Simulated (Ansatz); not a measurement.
Response to strain in NaCl

Base system: NaCl in the rock salt structure (space group Fm-3m, No. 225; a = 5.601 Å).

Strains are applied to the cell and any free atomic positions relax.

Computed with PBEsol (Ansatz, a program for electronic structure), no spin-orbit coupling.

Candidates:
(a) isotropic strain +1.00 %
(b) isotropic strain +0.50 %
(c) isotropic strain +3.00 %
(d) isotropic strain −1.50 %

For the base:

| Quantity | Value |
|---|---|
| Band gap | 5.01 eV |

**Question.** Order them by band gap, highest first.

**Answer.** (d) isotropic strain −1.50 % (5.19 eV), (b) isotropic strain +0.50 % (4.96 eV), (a) isotropic strain +1.00 % (4.90 eV), (c) isotropic strain +3.00 % (4.70 eV)

Whether these cells are dynamically stable was not tested.
